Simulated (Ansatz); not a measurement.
Base system: Pt in the diamond structure (space group Fd-3m, No. 227; a = 5.688 Å; a hypothetical phase, not in the database extracts checked).

Levels (all Ansatz, an electronic-structure program, PAW): PBEsol (420 eV, without spin-orbit coupling); PBEsol+SOC (420 eV, spin-orbit coupling included).

The geometry is relaxed with PBEsol.

```
Quantity           Value
---------------  -------
PBEsol pressure  0.0 GPa
```

Problem. Predict the pressure from PBEsol+SOC.

Solution. The pressure goes from zero to -0.4 GPa.

Single points use the geometry relaxed with PBEsol. The spin-orbit shifts are approximate. Stability against distortions was not tested. The runs without spin-orbit coupling are not spin-polarised. Pt has a high density of states at the Fermi level and may be magnetic at this level.
